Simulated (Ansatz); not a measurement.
## CeO2 under a change: isotropic strain −1.96 %

The reference is CeO₂ in the fluorite structure (space group Fm-3m, No. 225; a = 5.464 Å).

The change: an isotropic linear strain of −1.96 %, atoms relaxed at fixed cell.

Computed with PBE in Ansatz (plane waves to 420 eV, PAW, without spin-orbit coupling). k-mesh 10×10×10 (Γ-centred); smearing 0.05 eV (Fermi–Dirac).

* **Volume per atom**: 12.81 Å³ (base 13.60 Å³)
* **Space group**: Fm-3m (No. 225) (base Fm-3m (No. 225))
* **Shortest interatomic distance**: 2.320 Å (base 2.366 Å)
* **Energy relative to the base (free energy F)**: +27 meV/atom
* **Band gap**: 2.07 eV (base 1.89 eV)
* **Gap character**: indirect, K–Γ (31 % along) → L (base indirect, K–Γ (31 % along) → L)
* **Smallest direct gap**: 2.16 eV (base 1.97 eV)
* **Mean gap deformation potential ΔEg/Δln V**: -2.9 eV
* **Width of the top valence band**: 0.86 eV (base 0.79 eV)
* **Valley order (the lowest conduction-band minima on the path, energy above the VBM, named in the base's zone)**: L along ⟨111⟩ 2.07 eV; X along ⟨100⟩ 2.11 eV; a point along ⟨110⟩, about 1.1 Å⁻¹ from Γ 2.14 eV (base L along ⟨111⟩ 1.89 eV; X along ⟨100⟩ 1.93 eV; a point along ⟨110⟩, about 1.1 Å⁻¹ from Γ 1.96 eV)

Stability against distortions was not tested. Starting moments died away, wholly or in part, for the base; another magnetic solution may exist. All final runs are without spin polarisation.

Ansatz is a first-principles code.
